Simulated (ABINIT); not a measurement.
Input and output of a self-consistent single point for YPd3 (Pm-3m, 4 atoms in the cell) (ABINIT).

Level of theory: PBEsol, PAW (JTH v2.0 PBE PAW, files made for PBE) (plane waves; ABINIT).

The change in words: lattice scaled by 0.98. Reference geometry:
```yaml
crystal:
  lattice:
    - [4.09992, 0.00000, 0.00000]
    - [0.00000, 4.09992, 0.00000]
    - [0.00000, 0.00000, 4.09992]
  atoms:
    - { symbol: Y, position: [0.00000, 0.00000, 0.00000] }
    - { symbol: Pd, position: [0.50000, 0.50000, 0.00000] }
    - { symbol: Pd, position: [0.00000, 0.50000, 0.50000] }
    - { symbol: Pd, position: [0.50000, 0.00000, 0.50000] }
```

Reference input (self-consistent single point, DFT, PBEsol, plane waves, PAW (JTH v2.0 PBE PAW, files made for PBE)): pseudos = [Y.GGA_PBE-JTH.xml, Pd.GGA_PBE-JTH.xml]; ecut = 24 Ha; pawecutdg = 48 Ha; pawxcdev = 0; ixc = -116133; occopt = 7; tsmear = 0.272 eV; ngkpt = 7 7 7; nshiftk = 1; shiftk = 0 0 0; potentials = JTH v2.0 PBE PAW; nband = 42. This run's input differs from it in these lines:

```diff
@@ -5,5 +5,5 @@
 rprim
-         4.0999200000    0.0000000000    0.0000000000
-         0.0000000000    4.0999200000    0.0000000000
-         0.0000000000    0.0000000000    4.0999200000
+         4.0179220000    0.0000000000    0.0000000000
+         0.0000000000    4.0179220000    0.0000000000
+         0.0000000000    0.0000000000    4.0179220000
 natom 4
@@ -14,5 +14,5 @@
          0.0000000000    0.0000000000    0.0000000000
-         3.8738629664    3.8738629664    0.0000000000
-         0.0000000000    3.8738629664    3.8738629664
-         3.8738629664    0.0000000000    3.8738629664
+         3.7963860851    3.7963860851    0.0000000000
+         0.0000000000    3.7963860851    3.7963860851
+         3.7963860851    0.0000000000    3.7963860851
 ecut 24
```

Log, with long lists cut:

```
--- !BeginCycle
solver: {iscf: 17, nstep: 50, nline: 4, wfoptalg: 10, }
tolerances: {toldfe: 1.00E-09, }
...

     iter   Etot(hartree)      deltaE(h)  residm     nres2
 ETOT  1  -401.27173042584    -4.013E+02 5.772E+01 3.551E+02
 ETOT  2  -426.46114742622    -2.519E+01 1.220E-01 3.062E+02
 ETOT  3  -425.33211047428     1.129E+00 1.461E-01 7.076E+01
 ETOT  4  -425.29072228939     4.139E-02 3.077E-02 3.093E+01
 ETOT  5  -425.26942625968     2.130E-02 9.636E-03 2.038E+01
   [... 13 lines left out ...]
 ETOT 19  -425.21627591517     7.950E-09 9.732E-05 3.931E-06
 ETOT 20  -425.21627591305     2.126E-09 4.582E-05 2.110E-07
 ETOT 21  -425.21627591377    -7.190E-10 5.952E-05 4.678E-09
 ETOT 22  -425.21627591392    -1.571E-10 2.816E-05 6.051E-09
 At SCF step   22, etot is converged :
  for the second time, diff in etot=  1.571E-10 < toldfe=  1.000E-09

 Cartesian components of stress tensor (hartree/bohr^3)
  sigma(1 1)= -1.53029979E-04  sigma(3 2)=  0.00000000E+00
  sigma(2 2)= -1.53029979E-04  sigma(3 1)=  0.00000000E+00
  sigma(3 3)= -1.53029979E-04  sigma(2 1)=  0.00000000E+00

 ----iterations are completed or convergence reached----

 reduced coordinates (array xred) for    4 atoms
       0.000000000000      0.000000000000      0.000000000000
       0.500000000000      0.500000000000      0.000000000000
       0.000000000000      0.500000000000      0.500000000000
       0.500000000000      0.000000000000      0.500000000000
 cartesian forces (eV/Angstrom) at end:
    1     -0.00000000000000    -0.00000000000000    -0.00000000000000
   [... lines left out ...]
 Fermi (or HOMO) energy (eV) =  11.96126   Average Vxc (eV)= -12.38897
   [... lines left out ...]
'-kT*entropy'       : -1.98675177616420E-03
total_energy        : -4.25216147254522E+02
total_energy_eV     : -1.15707198064131E+04
...

-Cartesian components of stress tensor (GPa)         [Pressure=  4.5023E+00 GPa]
- sigma(1 1)= -4.50229666E+00  sigma(3 2)=  0.00000000E+00
- sigma(2 2)= -4.50229666E+00  sigma(3 1)=  0.00000000E+00
- sigma(3 3)= -4.50229666E+00  sigma(2 1)=  0.00000000E+00

 Calculation completed.
```

The run converged in 22 iterations. Against the reference run the free energy hardly moves (within 1 meV/atom) and the pressure goes from -4.38 to 4.50 GPa.

The starting cell comes from a database of computed structures (which also holds hypothetical and non-ambient phases and stackings), without a prior relaxation at this level. For this run, on top of that: lattice scaled by 0.98. Spin polarisation is off. The potentials were made for another functional than the one used. With a pressure of about 5 GPa the cell is away from its equilibrium volume at this level.

Cost on one core of a shared machine: roughly 4 min.
